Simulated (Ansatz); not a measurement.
W vacancy (V_W) in tetragonal WSi2 (start: the W site; 54-site cell, 4×4×4 shifted sampling), charge 0. Calculation: PBE, PAW (plane waves to 420 eV; Ansatz, an electronic-structure program).

| Quantity | Value |
|---|---|
| total energy of the defect cell | -199446.4117 eV |
| total energy of the perfect cell | -209834.2811 eV |
| μ(W) in bcc W, atoms added −1 | -10384.8208 eV |
| Δμ(W), W-rich | 0.000 eV |

### Question
Work out the formation energy.

### Answer
E_f = E(defect) − E(perfect) − Σ n μ = 10387.869 − (10384.821) = 3.05 eV.
